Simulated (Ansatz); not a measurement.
## One base run on MgMo₆Se₈ (P1, 15 atoms in the cell) and variants with one or two settings moved

```xyz
15
Lattice="6.8088 0.0000 0.0000 -0.5950 6.8351 0.0000 -0.5049 -0.1779 6.8582" Properties=species:S:1:pos:R:3 pbc="T T T"
Mg     5.9527     0.5660     0.0262
Mo     3.3140     2.9274     5.2501
Mo     2.3464     3.7367     1.6047
Mo     2.3549     5.1201     3.9864
Mo     3.3404     1.5331     2.8906
Mo     4.6227     3.9373     3.1218
Mo     1.0856     2.7263     3.7384
Se     4.5584     5.1458     5.3712
Se     1.2007     1.4537     1.4689
Se     5.4502     1.6856     4.3443
Se     0.2717     4.9383     2.5220
Se     3.6269     5.9674     1.8029
Se     2.1102     0.6745     5.0326
Se     1.0547     4.0744     5.9307
Se     4.6460     2.6259     0.9235
```

Base run A: LDA (PW92), default PAW files made with PBE in Ansatz (a quantum-chemistry and plane-wave program), self-consistent single point.

Its settings: basis.ecutwfc = 420 eV; kpoints.mp_grid.grid = 3 3 3; hamiltonian.xc = lda; hamiltonian.pseudopotentials = {kind: paw} (the program's default PAW files); scf.occupations.method = fermi_dirac; scf.occupations.width = 0.136 eV.

The starting cell comes from a database of computed structures (which also holds hypothetical and non-ambient phases and stackings), without a prior relaxation at this level. Spin polarisation is off. In the base run, with a pressure of about -8 GPa the cell is away from its equilibrium volume at this level. Ansatz's pressure includes its estimate of the finite-basis (Pulay) stress.

ΔF is the free energy per atom less that of run A. 

Runs C sample the zone with one or two k-points, far too few for so small a cell.

Runs:
- B: scf.occupations.method: fermi_dirac → gaussian; scf.occupations.width: 0.136 eV → 0.3 eV
- C: kpoints.mp_grid.grid: 3 3 3 → 1 1 1; kpoints.mp_grid.shift: default → 0.5 0.5 0.5
- D: crystal.symmetry.detect: default → false
- E: scf.occupations.width: 0.136 eV → 0.01 eV
- F: kpoints.mp_grid.grid: 3 3 3 → 2 2 2; scf.occupations.width: 0.136 eV → 0.3 eV
- G: scf.mixing.preconditioner: default (the program chose LDOS) → resta; scf.mixing.eps_inf: default → 3
- H: scf.mixing.algorithm: default (the program chose MSR1) → anderson
- I: scf.mixing.algorithm: default (the program chose MSR1) → anderson; scf.mixing.beta: default → 0.3

```csv
run,ΔF (meV/atom),pressure (GPa),largest force (eV/Å),k-points
A,0.00,-7.59,0.635,14
B,3.8,-7.62,0.633,14
C,16.4,-7.47,0.763,1
D,0.00,-7.59,0.635,14
E,16.0,-7.71,0.610,14
F,-43.7,-7.16,0.623,8
G,0.00,-7.59,0.635,14
H,0.00,-7.59,0.635,14
I,0.00,-7.59,0.635,14
```

Run B against A: The free energy rises by 3.8 meV/atom, the pressure moves little (-7.59 to -7.62 GPa) and the largest force hardly changes (0.635 to 0.633 eV/Å).

Run C against A: The free energy goes up by 16.4 meV/atom, the pressure goes from -7.59 to -7.47 GPa and the largest force goes from 0.635 to 0.763 eV/Å.

Run F against A: The free energy falls by 43.7 meV/atom, the pressure goes from -7.59 to -7.16 GPa and the largest force goes from 0.635 to 0.623 eV/Å.

Keys are those of Ansatz 0.2.
